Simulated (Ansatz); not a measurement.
Functionals compared on a constructed model of the (100) surface of fcc Al, a pseudomorphic layer of Ti in the host's stacking (bottom of the slab: a bare face, its two planes held), in Ansatz (plane waves, PAW). The structure was relaxed with PBE; the other rows are single points on it. Cutoff 420 eV (500 eV for r2SCAN).

Set-up: 7 atoms, 12.2 Å thick at the start; mesh 13x13x1; 0.1 eV smearing; dipole correction on; 2 atoms held, the rest relaxed; start symmetry kept, larger cells not searched; no spin, no spin-orbit, no U. It is one candidate, not shown to be the stable structure of the face. These notes are the PBE run's.

| functional | work function of the top face (eV) | rough cost of the single point |
|---|---|---|
| PBE | 4.24 | – |
| RPBE | 4.10 | around 17 core-seconds (rough) |
| r2SCAN | 4.23 | around 30 core-seconds (rough) |

Ansatz is a quantum-chemistry and plane-wave program.
